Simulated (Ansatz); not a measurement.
What pressure 5 GPa does to MoSi2

Base system: MoSi₂ (space group I4/mmm, No. 139; a = 3.217 Å, c = 7.873 Å).

Perturbation: cell and atoms relaxed at a pressure of 5 GPa.

The values are results of Ansatz (an electronic-structure program) PBE, no spin-orbit coupling, not measurements. Γ-centred 20×20×20 mesh, Fermi–Dirac width 0.05 eV.

```json
[
 {"quantity": "density", "base": "6.20 g/cm³", "changed": "6.35 g/cm³", "shift": "+0.15 g/cm³"},
 {"quantity": "c/a ratio", "base": "2.447", "changed": "2.451", "shift": "+0.004"},
 {"quantity": "shortest interatomic distance", "base": "2.596 Å", "changed": "2.584 Å", "shift": "-0.012 Å"},
 {"quantity": "enthalpy H = E + PV relative to the base's energy", "base": "–", "changed": "+0.42 eV/atom", "shift": "–"},
 {"quantity": "band gap", "base": "zero", "changed": "zero", "shift": "–"}
]
```

Load acts through the strain it causes; cell and atoms are relaxed under it. Whether these cells are dynamically stable was not tested. Competing high-pressure phases were not computed. All final runs are without spin polarisation.
